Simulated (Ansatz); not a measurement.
Worked example: self-consistent single point of CdPd (P4mm, 2 atoms in the cell) in Ansatz (a program for electronic structure).

Computed with LDA (PW92), default PAW files made with PBE (plane waves; Ansatz).

The change in words: lattice scaled by 0.98; basis.ecutwfc: 30.9 Ry → 46.3 Ry. Reference geometry:
```
CELL_PARAMETERS angstrom
      3.02815     0.00000     0.00000
      0.00000     3.02815     0.00000
      0.00000     0.00000     3.68241
ATOMIC_POSITIONS crystal
  Cd 0.00000 0.00000 0.01358
  Pd 0.50000 0.50000 0.50000
```

Reference input (self-consistent single point, DFT, LDA (PW92), plane waves, default PAW files made with PBE): basis.ecutwfc = 30.9 Ry; kpoints.mp_grid.grid = 11 11 9; hamiltonian.xc = lda; hamiltonian.pseudopotentials = {kind: paw} (the program's default PAW files); scf.occupations.method = fermi_dirac; scf.occupations.width = 0.0073 Ry. This run's input differs from it in these lines:

Ansatz 0.2 input:
```diff
@@ -2,5 +2,5 @@
   lattice:
-    - [3.028148, 0.000000, 0.000000]
-    - [0.000000, 3.028148, 0.000000]
-    - [0.000000, 0.000000, 3.682410]
+    - [2.967585, 0.000000, 0.000000]
+    - [0.000000, 2.967585, 0.000000]
+    - [0.000000, 0.000000, 3.608762]
   atoms:
@@ -9,3 +9,3 @@
 basis:
-  ecutwfc: 30.9 Ry
+  ecutwfc: 46.3 Ry
 kpoints:
```

Output (repeated stretches shortened):

```
SCF iter   1: F=—  HF=-14963.383789 eV  |F-HF|=—  |Δ(HF+E_count)|=         —  Δρ=1.57e-2  dr2=7.64e-2  ethr=1.77e-3  ⟨swp⟩=5.7  Hψ=10036  notcnv=0
all-band conjugate gradients solve this SCF's bands
preconditioner: auto → Kerker (q_TF=auto, 2.811 Å⁻¹)
SCF iter   2: F=—  HF=-14963.366341 eV  |F-HF|=—  |Δ(HF+E_count)|=   1.74e-2  Δρ=4.23e-3  dr2=3.42e-3  ethr=2.01e-4  ⟨swp⟩=2.6  Hψ=4469  notcnv=0  defer=1
   [... lines left out ...]
SCF iter   4: F=—  HF=-14963.365202 eV  |F-HF|=—  |Δ(HF+E_count)|=   1.51e-4  Δρ=3.94e-4  dr2=5.72e-5  ethr=1.49e-6  ⟨swp⟩=2.1  Hψ=3899  notcnv=0  defer=1
SCF iter   5: F=—  HF=-14963.365169 eV  |F-HF|=—  |Δ(HF+E_count)|=   3.33e-5  Δρ=1.24e-4  dr2=1.03e-5  ethr=1.50e-7  ⟨swp⟩=2.5  Hψ=4176  notcnv=0  defer=1
SCF iter   6: F=—  HF=-14963.365165 eV  |F-HF|=—  |Δ(HF+E_count)|=   3.92e-6  Δρ=4.21e-5  dr2=6.97e-7  ethr=2.71e-8  ⟨swp⟩=2.2  Hψ=3300  notcnv=0  defer=1
SCF iter   7: F=-14963.365165 eV  HF=-14963.365165 eV  |F-HF|=1.43e-8  |Δ(HF+E_count)|=   2.05e-7  Δρ=6.91e-6  dr2=2.03e-8  ethr=2.63e-10  ⟨swp⟩=5.3  Hψ=9733  notcnv=0
SCF 1 converged in 7 iterations: F = -14963.365165 eV  dr2 = 2.03e-8
Free energy (F): -14963.365165 eV
Internal energy: -14963.351545 eV  (E = F + TS)
E sigma→0 (E₀):  -14963.358355 eV
Entropy (-TS):   -0.013620 eV (-6.810 meV/atom)
Fermi energy:    19.177823 eV
--- Forces (eV/Å), atoms counted from 1 ---
  atom   1  Cd    -0.00000000    -0.00000000    -0.37759796
  atom   2  Pd     0.00000000     0.00000000     0.37760034
--- Stress (GPa, compression-positive) ---
        0.421652      -0.000000      -0.000000
       -0.000000       0.421652      -0.000000
       -0.000000      -0.000000       0.520887
  P = ⅓ Tr σ = 0.4547 GPa (4.547 kbar)
  The stress holds the Pulay correction. Without it, at fixed plane waves, as pw.x and ABINIT print it: P = 0.4306 GPa
```

The run converged in 7 iterations. Against the reference run the free energy falls by 25.5 meV/atom, the pressure goes from -7.69 to 0.45 GPa and the largest force goes from 0.277 to 0.378 eV/Å.

The starting cell comes from a database of computed structures (which also holds hypothetical and non-ambient phases and stackings), without a prior relaxation at this level. Its lattice was rescaled by up to half a per cent. One atom was moved a little off its site on purpose. For this run, on top of that: lattice scaled by 0.98. Spin polarisation is off. Ansatz's pressure includes its estimate of the finite-basis (Pulay) stress.
